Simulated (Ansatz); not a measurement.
What Te → Os does to HgTe

Take HgTe in the zinc blende structure (space group F-43m, No. 216; a = 6.510 Å) as the base.

It is then changed as follows: every Te is replaced by Os, then cell and atoms are relaxed.

Level of theory: PBEsol (Ansatz, an electronic-structure program, PAW, no spin-orbit coupling). k-mesh 14×14×14 (Γ-centred); smearing 0.05 eV (Fermi–Dirac), for the changed cell.

The volume per atom shrinks by 8.676 Å³ to 25.81 Å³ and the density rises by 4.67 g/cm³ to 12.57 g/cm³. The lattice parameter a decreases by 0.5994 Å to 5.910 Å and the space group stays F-43m (No. 216). The shortest interatomic distance shrinks by 0.260 Å to 2.559 Å and the band gap is still zero.

Spin-orbit coupling, missing from the scalar runs, can matter with Hg, Os and Te. No phonon test of stability was made. As relaxed here, HgOs is a hypothetical phase, not in the database extracts checked. The final runs are not spin-polarised. HgOs has a high density of states at the Fermi level and may be magnetic at this level. The zero or small gap of HgTe can change with the level of theory.
